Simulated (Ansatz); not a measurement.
ZnO (model structure, started from the BN type, Pm-3n, No. 223, 12 atoms in the cell), treated with HSE06 (Ansatz, an electronic-structure program, PAW).

Input:

Ansatz 0.2 input:
```yaml
crystal:
  lattice:
    - [5.577109172, 0.0, 0.0]
    - [0.0, 5.577109172, 0.0]
    - [0.0, 0.0, 5.577109172]
  atoms:
    - { symbol: Zn, position: [0.25, 0.0, 0.5] }
    - { symbol: Zn, position: [0.5, 0.25, 0.0] }
    - { symbol: Zn, position: [0.5, 0.75, 0.0] }
    - { symbol: Zn, position: [0.75, 0.0, 0.5] }
    - { symbol: Zn, position: [0.0, 0.5, 0.75] }
    - { symbol: Zn, position: [0.0, 0.5, 0.25] }
    - { symbol: O, position: [0.25, 0.5, 0.0] }
    - { symbol: O, position: [0.0, 0.25, 0.5] }
    - { symbol: O, position: [0.0, 0.75, 0.5] }
    - { symbol: O, position: [0.75, 0.5, 0.0] }
    - { symbol: O, position: [0.5, 0.0, 0.75] }
    - { symbol: O, position: [0.5, 0.0, 0.25] }
basis:
  ecutwfc: 460
  ecutrho_ratio: 4
  xc_grid: 2
kpoints:
  mp_grid: { grid: [4, 4, 4] }
hamiltonian:
  xc: hse06
  dispersion: none
  pseudopotentials: { kind: paw }
scf:
  occupations: { method: fermi_dirac, width: 0.01 }
  convergence: { dr2_threshold: 0.0000000012 }
output:
  forces: true
  stress: true
  eigenvalues: true
```

Question: How many irreducible k-points, plane waves at Γ does the program set up, and what pressure does the run end with?

Answer: 10 irreducible k-points, 3887 plane waves at Γ; P = 1.41 GPa, so the cell is compressed on average and its volume would grow at this level.

Excerpt of the program's output:

```
WARN output.stress: scf.exx.energy_threshold = 1e-6 eV is looser than the 1.2e-7 eV advised for a stress under a hybrid functional (1e-8 eV for each atom of …
Crystal: 12 atoms, lattice volume = 173.471 Å³
Basis set: ecut = 460 eV, 3887 PW (Γ), exchange–correlation on 80×80×80 points (8 copies of the dense FFT grid, shifted against one another)
Bands: 66, of which v1, the nominal top of the filled ones, is band 54 counted from 1 (53 counted from 0)
Symmetry: 48 space group operations
Space group: Pm-3n (ITA 223), of the structure as read, at distance tolerance 5.6e-5 Å
k-points: 10 of 64
SCF iter   1: F=—  HF=-23320.289931 eV  |F-HF|=—  |Δ(HF+E_count)|=         —  Δρ=3.13e-3  dr2=1.00e-2
SCF iter   2: F=—  HF=-23320.289659 eV  |F-HF|=—  |Δ(HF+E_count)|=   2.71e-4  Δρ=1.57e-3  dr2=2.62e-3
  ...
Crystal: 12 atoms, lattice volume = 173.471 Å³
Initial density: handed on by an earlier stage of this run
Crystal: 12 atoms, lattice volume = 173.471 Å³
SCF iter   5: F=—  HF=-23319.437924 eV  |F-HF|=—  |Δ(HF+E_count)|=   1.16e-7  Δρ=3.65e-6  dr2=1.05e-8
SCF iter   6: F=-23319.437924 eV  HF=-23319.437924 eV  |F-HF|=1.86e-10  |Δ(HF+E_count)|=   4.78e-9  Δρ=3.97e-7  dr2=4.42e-10
SCF 3 converged in 6 iterations: F = -23319.437924 eV  dr2 = 4.42e-10
Free energy (F): -23319.437923 eV
Internal energy: -23319.437923 eV  (E = F + TS)
E sigma→0 (E₀):  -23319.437923 eV
Fermi energy:    5.229884 eV
--- Stress (GPa, compression-positive) ---
        1.411780      -0.000000       0.000000
        0.000000       1.411780       0.000000
        0.000000       0.000000       1.411780
  P = ⅓ Tr σ = 1.4118 GPa (14.118 kbar)
```

The PAW data were made under PBE.

Note: the relaxation could raise the start's symmetry but not lower it, so the cell can be a saddle point. Note: cell and atoms aren't relaxed at this level (pressure 1.4 GPa).

A model structure was made by putting elements into a prototype or built by hand; it is no filed structure, need not be a known phase, and can be a saddle point held by its symmetry.
